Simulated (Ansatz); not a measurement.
# wurtzite AlN (1 0 0) on 4H silicon carbide (1 0 0) (film strained to the substrate, started from cuts of the bulks and a machine-learned relaxation; metallic at this level, with no gap by band count; slabs Si18C18 and Al20N20, which can lie off the formulas)…

A periodic stack without vacuum, wurtzite AlN (1 0 0) on 4H silicon carbide (1 0 0) (film strained to the substrate, started from cuts of the bulks and a machine-learned relaxation; metallic at this level, with no gap by band count; slabs Si18C18 and Al20N20, which can lie off the formulas): substrate slab Si18C18, film Al20N20, surface cells [[0, 1], [-1, 0]] and [[0, 2], [-1, 0]], film strained by -1.2 and +0.9 %, outermost planes CSi/CSi and AlN/AlN as cut, which need not be the usual terminations and can put a slab off its formula.

The start was prepared with a machine-learned potential, and the result is one local minimum, with the in-plane cell held and forces under 0.04 eV/Å; the film can end far from its bulk form.

Methods: PBE (plane waves to 420 eV, PAW; Ansatz, a program for electronic structure); HSE06 (plane waves to 420 eV, PAW; Ansatz). Geometries and values that name no level are of the first. Scalar-relativistic, without spin–orbit coupling; PBE gaps are too small against experiment. Its k-point mesh 3×7×1, Fermi–Dirac width 0.05 eV. HSE06 ran on meshes of its own (7×7×2, 6×3×6); its edges and gaps are taken over the mesh and over extra points off it, mostly where PBE has its edges.

The interface area is 31.4 Å² and the period is 25.99 Å. The heights between the nearest atoms of the two slabs at the two interfaces is 1.12 and 1.66 Å. The Al–C contacts across the interfaces within 1.22 times the sum of covalent radii is 5, mean 1.99 Å, the N–Si contacts across the interfaces within 1.22 times the sum of covalent radii is 4, mean 1.80 Å and the valence offset, film less substrate (PBE, at the middle of a substrate layer that carries a field) comes out as -1.16 eV. The valence offset, film less substrate (HSE06 edges on the PBE line-up, at the middle of a substrate layer that carries a field) comes out as -1.48 eV, the conduction offset (HSE06 edges on the PBE line-up, at the middle of a substrate layer that carries a field) is +0.84 eV and the spin-polarised check at this geometry is falls back to no moment. The slope of the mean potential energy in the substrate comes out as +3.9 MV/cm × e.

```xyz
76
Lattice="10.1262 -0.0002 0.6266 -0.0011 3.0940 0.0195 5.9013 1.2009 26.4095" Properties=species:S:1:pos:R:3 pbc="T T T"
Si     5.7701     2.2311     1.2937
Si    10.9601     2.2325     1.6191
C      7.5947     2.2292     1.4416
C      2.6518     2.2341     1.1264
Si     5.6035     0.6651     3.9402
Si    10.6582     0.6686     4.2261
Si     8.1617     2.2177     3.1739
Si     3.1851     0.6814     2.0368
C      7.4981     0.6640     4.0580
C      2.4169     0.6720     3.7558
C     10.0663     2.2211     3.2653
C      5.0636     0.6784     2.1156
Si     5.4291     2.1900     6.6267
Si    10.4938     2.1998     6.9271
Si     8.0114     0.6500     5.8702
Si     3.0001     2.2142     4.6975
C      7.3252     2.1894     6.7267
C      2.2616     2.2104     6.4292
C      9.9182     0.6573     5.9682
C      4.9067     2.2060     4.7985
Si     5.2591     0.6077     9.2983
Si    10.3368     0.6388     9.6014
Si     7.8469     2.1705     8.5440
Si     2.8352     0.6605     7.3595
C      7.1545     0.6126     9.3766
C      2.1014     0.6738     9.0856
C      9.7499     2.1882     8.6681
C      4.7423     0.6360     7.4726
Si     5.2456     2.0201    11.9085
Si    10.1952     2.1837    12.2971
Si     7.7210     0.5871    11.1846
Si     2.6289     2.2235    10.0812
C      7.0524     2.1214    12.0152
C      1.9210     2.3702    11.7732
C      9.5985     0.6355    11.3435
C      4.5445     2.1465    10.1801
Al    10.0607     3.5809    14.9625
Al     4.9308     3.3932    14.5658
Al    12.6357     0.9292    13.5665
Al     7.5526     1.9899    13.9182
N     11.8672     3.6367    15.1627
N      6.8366     3.5134    14.7818
N      9.4601     2.0541    13.9524
N      4.3971     1.7887    13.4450
Al     9.8564     1.9687    17.6255
Al     4.7677     1.9238    17.2914
Al    12.4131     3.5183    16.8757
Al     7.3494     3.5025    16.6116
N     11.7640     1.9690    17.8042
N      6.6777     1.9468    17.4732
N      9.2564     3.5239    16.7008
N      4.2272     3.4695    16.3267
Al     9.6802     3.4861    20.3413
Al     4.6131     3.4722    20.0248
Al    12.2600     1.9446    19.6047
Al     7.1994     1.9379    19.2942
N     11.5938     3.4854    20.5106
N      6.5282     3.4782    20.1948
N      9.1154     1.9456    19.3986
N     14.1840     1.9287    19.6969
Al     9.5147     1.9175    23.0302
Al    14.5751     1.9126    23.3577
Al    12.1032     3.4695    22.3253
Al     7.0381     3.4675    22.0182
N     11.4299     1.9165    23.2122
N      6.3666     1.9143    22.9168
N      8.9535     3.4705    22.1109
N     14.0225     3.4649    22.4229
Al     9.3410     3.4462    25.7304
Al    14.3562     3.4430    26.1273
Al    11.9647     1.9032    25.0287
Al     6.8743     1.9032    24.7379
N     11.2582     3.4442    25.9295
N      6.1736     3.4437    25.6963
N      8.7767     1.9050    24.7826
N     13.8697     1.9019    25.1087
```
